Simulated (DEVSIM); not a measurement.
System: Schottky contact on n-type GaAs, at 400 K.

| layer (left to right) | material | thickness (μm) | Nd (cm⁻³) | τn (s) | τp (s) |
|---|---|---|---|---|---|
| 1 | GaAs | 5.20 | 2.7e16 | 1.1e-9 | 1.1e-9 |

Left contact: Schottky, work function 5.14 eV, emission velocity 1.9e6 cm/s. Right contact: ohmic. Voltage is applied to the left contact. Recombination: SRH at mid-gap, radiative, Auger. Mobility is constant in doping. Where it depends on doping, it is μmin + (μ − μmin)/(1 + (N/Nref)^α).

The device is made up for the run: typed textbook-type constants, with dimensions and the other settings drawn at random. Values at 300 K; Nc and Nv go as T^1.5, mobilities as T to minus their exponent, the gap by Varshni's rule with the affinity fixed. The table also holds parameters that only a changed run uses.

```tsv
parameter	GaAs
gap (eV)	1.424
affinity (eV)	4.07
permittivity	12.9
Nc (cm⁻³)	4.7e17
Nv (cm⁻³)	9e18
μn (cm²/Vs)	8500
μp (cm²/Vs)	400
μn,min	500
μp,min	20
Nref,n	6e16
Nref,p	1.5e17
αn	0.39
αp	0.38
T exponent of μn	2.1
T exponent of μp	2.2
B (cm³/s)	2e-10
Cn (cm⁶/s)	1e-30
Cp (cm⁶/s)	1e-30
Varshni α (eV/K)	0.000541
Varshni β (K)	204
```

DEVSIM, 1D drift-diffusion, Boltzmann statistics, complete ionisation; no tunnelling, impact ionisation, image-force lowering or self-heating. Metal contacts follow the ideal Schottky-Mott rule: no Fermi-level pinning, no interface dipoles.

Base results: largest field in the device at zero bias (V/cm) 83000; potential step across the device at zero bias (V) 0.957; dark forward voltage at 1 A/cm² (V) 0.646; dark forward voltage at 100 A/cm² (V) 0.808.

Question: What follows from this one change: temperature 400 → 250 K?

Answer: largest field in the device at zero bias little changed (87000 V/cm); potential step across the device at zero bias 0.957 → 1.014 V; dark forward voltage at 1 A/cm² 0.646 → 0.820 V; dark forward voltage at 100 A/cm² 0.808 → 0.921 V.

Question: What follows from this one change: doping Nd of layer 1 2.7e+16 → 8.1e+14 cm^-3?

Answer: largest field in the device at zero bias 83000 → 14000 V/cm; potential step across the device at zero bias 0.957 → 0.836 V; dark forward voltage at 1 A/cm² 0.646 → 0.640 V; dark forward voltage at 100 A/cm² 0.808 → 0.881 V.
